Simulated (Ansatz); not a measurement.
Start from CdTe in the zinc blende structure (space group F-43m, No. 216; a = 6.489 Å).

Levels (all Ansatz, a first-principles code, PAW): PBEsol (420 eV, no spin-orbit coupling); HSE06 (420 eV, without spin-orbit coupling).

Its gap is 0.65 eV with PBEsol and 1.62 eV with HSE06.

The change: cell and atoms relaxed at a pressure of 7.5 GPa.

With PBEsol the gap becomes 1.04 eV.

### Question
If the HSE06 correction stayed the same, what would the HSE06 gap be, and what does the HSE06 run give?

### Answer
A rigid correction of +0.97 eV gives 2.01 eV. The HSE06 run gives 2.07 eV, so the correction itself changes by +0.06 eV.

Single points use the geometry relaxed with PBEsol. Spin-orbit coupling, missing from the scalar runs, can matter with Te. Load acts through the strain it causes; cell and atoms are relaxed under it. Stability against distortions was not tested. Measured, CdTe leaves this structure (for cinnabar) near 3.53 GPa (temperature not stated; as listed in Datta, Sujoy, Jana, Debnarayan, arXiv (2020)), on rising pressure, with hysteresis.
